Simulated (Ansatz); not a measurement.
Results of HSE06-D3(BJ) (plane waves, PAW; Ansatz, a quantum-chemistry and plane-wave program) for rock-salt NaH.

Settings: plane-wave cutoff 460 eV, 10×10×10 k mesh, Fermi–Dirac smearing 0.01 eV, scalar-relativistic PAW data made under PBE.

The cell is scaled about its equilibrium volume:

| V (Å³/atom) | P (GPa) | direct gap at Γ (eV) | smallest gap on the k mesh (eV) |
|---|---|---|---|
| 11.981 | 1.61 | 18.080 | 5.166 |
| 12.356 | 0.62 | 17.655 | 5.098 |
| 12.612 | 0.02 | 17.378 | 5.054 |
| 12.927 | -0.65 | 17.047 | 5.001 |
| 13.242 | -1.24 | 16.730 | 4.951 |

The fundamental gap (5.03 eV at the equilibrium volume, with added k points) lies elsewhere than Γ–Γ.
